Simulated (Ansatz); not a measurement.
Base system: GaP in the zinc blende structure (space group F-43m, No. 216; a = 5.451 Å). Axes: x, y, z lie along the cube axes.

Method: r2SCAN (Ansatz, a quantum-chemistry and plane-wave program), no spin-orbit coupling.

Base values:

* **Pressure**: 0.00 GPa
* **Valence-band top at Γ**: 0.00, 0.00, 0.00 eV

One thing is altered: uniaxial strain ε_zz = +2.50 %, all other strain components held at zero, atoms relaxed at fixed cell.

### Question
Predict the new pressure and valence-band top at Γ.

### Answer
The pressure (mean of the normal stresses, compression positive) goes from zero to -2.06 GPa; the valence-band top at Γ (three highest levels, from the VBM) goes from 0.00, 0.00, 0.00 eV to 0.00, 0.00, -0.15 eV.

Stability against distortions was not tested.
